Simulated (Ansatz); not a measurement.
**fcc Rh (1 1 0) on cubic SrTiO3 (1 1 0) (film strained to the substrate, started from cuts of the bulks and a machine-learned relaxation; slabs Sr4Ti4O14 and Rh16, which can lie off the formulas)**

A periodic stack without vacuum, fcc Rh (1 1 0) on cubic SrTiO3 (1 1 0) (film strained to the substrate, started from cuts of the bulks and a machine-learned relaxation; slabs Sr4Ti4O14 and Rh16, which can lie off the formulas): substrate slab Sr4Ti4O14, film Rh16, surface cells [[0, 1], [-1, 0]] and [[0, 2], [-1, 0]], film strained by +2.8 and +2.8 %, outermost planes O/O and Rh/Rh as cut, which need not be the usual terminations and can put a slab off its formula.

The start was prepared with a machine-learned potential, and the result is one local minimum, with the in-plane cell held and forces under 0.04 eV/Å; the film can end far from its bulk form.

All values below come from PBE (plane waves to 420 eV, PAW; Ansatz, a quantum-chemistry and plane-wave program). Spin–orbit coupling is left out; the runs are not spin-polarised; PBE gaps are too small against experiment. Its k-point mesh 6×8×1, Fermi–Dirac width 0.05 eV.

interface area: 21.9 Å²
period: 24.07 Å
heights between the nearest atoms of the two slabs at the two interfaces: 1.88 and 1.88 Å
Rh–Sr contacts across the interfaces within 1.22 times the sum of covalent radii: 8, mean 3.95 Å
Rh–Ti contacts across the interfaces within 1.22 times the sum of covalent radii: 4, mean 3.58 Å
O–Rh contacts across the interfaces within 1.22 times the sum of covalent radii: 4, mean 1.89 Å

```xyz
38
Lattice="5.5675 0.0000 -0.0002 0.0000 3.9368 0.0004 -1.3928 -1.9659 24.0717" Properties=species:S:1:pos:R:3 pbc="T T T"
Sr     0.7480     0.0671     2.1776
Ti     3.5338     1.9750     2.3447
O      2.1396     2.1004     0.9436
O      4.9621     2.0979     0.9295
O      3.5543     0.1393     2.4046
Sr     3.5236     0.0430     5.0834
Ti     0.7377     2.0032     5.0619
O      4.9985     2.1122     3.6347
O      2.1764     2.1114     3.6986
O      0.7700     0.1380     5.0689
Sr     0.7396     0.0425     7.8325
Ti     3.5212     2.0031     7.8548
O      2.1308     2.1055     6.4896
O     -0.6529     2.1056     6.4259
O      3.5536     0.1375     7.8460
Sr     3.5312     0.0662    10.7384
Ti     0.7496     1.9735    10.5719
O     -0.6072     2.1105     9.2166
O      2.2147     2.1116     9.2809
O      0.7702     0.1382    10.5104
O      2.1778     2.0956    11.9860
O     -0.6449     2.0986    11.9716
Rh     3.5448     0.1851    15.1141
Rh     0.7625     0.1873    15.1109
Rh     4.9402     2.1730    13.8661
Rh     2.1564     2.1757    13.8677
Rh     0.7608     0.1937    17.8204
Rh     3.5477     0.1942    17.8204
Rh     2.1462     2.1525    16.4795
Rh     4.9363     2.1529    16.4753
Rh     3.5378     0.1834    20.5079
Rh     0.7608     0.1842    20.5112
Rh     4.9369     2.1621    19.1655
Rh     2.1551     2.1621    19.1675
Rh     0.7646     0.2030    23.1211
Rh     3.5488     0.2050    23.1193
Rh     2.1544    -1.7811    21.8754
Rh    -0.6309    -1.7833    21.8730
```
